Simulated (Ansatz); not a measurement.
**What isotropic strain +2.50 % does to HfO2**

The parent structure is HfO2 in the fluorite structure (space group Fm-3m, No. 225; a = 5.001 Å).

One thing is altered: an isotropic linear strain of +2.50 %; the atoms relax in the strained cell.

Method: DFT with LDA, PAW potentials and a 420 eV plane-wave cutoff in Ansatz (a program for electronic structure), spin-orbit coupling left out. Settings: 11×11×11 k-points, 0.05 eV Fermi–Dirac smearing.

| quantity | base | changed | shift |
|---|---|---|---|
| volume per atom | 10.42 Å³ | 11.22 Å³ | +0.80 Å³ |
| space group | Fm-3m (No. 225) | Fm-3m (No. 225) | – |
| shortest interatomic distance | 2.166 Å | 2.220 Å | +0.054 Å |
| energy relative to the base (free energy F) | 0 meV/atom | +48 meV/atom | +48 meV/atom |
| pressure | 0.00 GPa | -17.89 GPa | -17.881 GPa |
| band gap | 3.66 eV | 3.49 eV | -0.17 eV |
| gap character | direct at X | direct at X | – |
| mean gap deformation potential ΔEg/Δln V | – | -2.3 eV | – |
| width of the top valence band | 1.90 eV | 1.81 eV | -0.09 eV |
| electron mass | 1.1 mₑ along k, 0.68 mₑ across (at X) | 1.2 mₑ along k, 0.71 mₑ across (at X) | – |

Final structure:

```
CELL_PARAMETERS angstrom
      0.00000     2.56303     2.56303
      2.56303     0.00000     2.56303
      2.56303     2.56303     0.00000
ATOMIC_POSITIONS crystal
  Hf 0.00000 0.00000 0.00000
  O  0.25000 0.25000 0.25000
  O  0.75000 0.75000 0.75000
```

With Hf present, leaving out spin-orbit coupling can change the band edges. Effective masses come from finite differences of ±0.01 Å⁻¹. Along k means along the line from Γ to the band edge. Whether these cells are dynamically stable was not tested. This is not the structure that HfO2 has at room temperature and ambient pressure.
